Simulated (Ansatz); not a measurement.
TiC: stress against strain

TiC (rock salt, Fm-3m, 10.133 Å³/atom at rest) under an equal strain ε in the (111) plane with the normal axis free, as in a coherent film. r2SCAN in Ansatz, a plane-wave DFT program (PAW, default set), 500 eV, 23×23×23 Γ-centred mesh, Fermi-Dirac smearing 0.10 eV; ions are relaxed within the symmetry of each cell. Stress is positive for a compressed cell.

Here s stands for strain and y for stress xx.

| strain (%) | stress xx (GPa) |
|---|---|
| -2.50 | ? |
| -1.25 | 7.55 |
| -0.83 | 4.94 |
| -0.42 | 2.46 |
| 0.00 | 0.00 |
| 0.42 | -2.39 |
| 0.83 | -4.65 |
| 1.25 | -6.90 |

The 7 complete rows are fitted with a straight line, y against s. Means: s 0, y 0.144. About the means, the sum of products is -28.059 and the sum of squares of s is 4.8556; the slope is their ratio. Least squares gives y = 0.144 - 5.7787·s. Residuals (row less fit): 0.183, 0.000, -0.111, -0.144, -0.107, 0.002, 0.179; standard error 0.148 (degrees of freedom: 5). The slope gives the biaxial elastic modulus of this plane = 578 ± 7 GPa.

Question: Estimate the missing y (s = -2.50); what did the run itself give?

Answer: y = 0.144 - 5.7787 × (-2.50) = 14.591 GPa. The calculation gives 15.79 GPa, 1.199 GPa above the prediction (5.3 % of the range of y in the table). The row lies outside the fitted rows, so this is an extrapolation. From the scatter of the fitted rows alone, a prediction at this place has a standard error of 0.231 GPa, so the miss is 5.2 times that.

One order more, fitted to all 13 runs of the series, follows each within 0.01, so the miss is the next term of a smooth law. In a metal these values are sensitive to mesh and smearing; energies are taken to zero smearing, stresses follow the free energy. Rows are the converged runs of the series near zero and its far end; series whose fitted rows scatter by over a few per cent of the range, as at a crossing or softening among them, aren't shown in this form. Most that stay on the fit to the last digits aren't either.
